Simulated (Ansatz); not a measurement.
# KTaO3, response to strain

The reference is KTaO$_{3}$ in the cubic perovskite structure (space group Pm-3m, No. 221; a = 3.985 Å). Axes: x, y, z lie along the cube axes.

Strains are applied to the cell and any free atomic positions relax; under biaxial strain the out-of-plane vector relaxes too.

The values are results of PBEsol (Ansatz, a program for electronic structure, PAW, without spin-orbit coupling), not measurements.

Notes on the quantities. pressure: mean of the normal stresses, compression positive; energy relative to the base: free energy F.

```csv
change,pressure,out-of-plane strain,energy relative to the base
base,0.00 GPa,–,0 meV/atom
"biaxial strain −2.50 %, plane normal [111], relaxed out of plane",6.33 GPa,+2.14 %,+18 meV/atom
"biaxial strain −2.00 %, plane normal [111], relaxed out of plane",5.02 GPa,+1.69 %,+12 meV/atom
"biaxial strain −1.50 %, plane normal [111], relaxed out of plane",3.72 GPa,+1.26 %,+6.6 meV/atom
"biaxial strain −1.00 %, plane normal [111], relaxed out of plane",2.46 GPa,+0.83 %,+2.9 meV/atom
"biaxial strain −0.50 %, plane normal [111], relaxed out of plane",1.22 GPa,+0.41 %,+0.8 meV/atom
```

Whether these cells are dynamically stable was not tested.
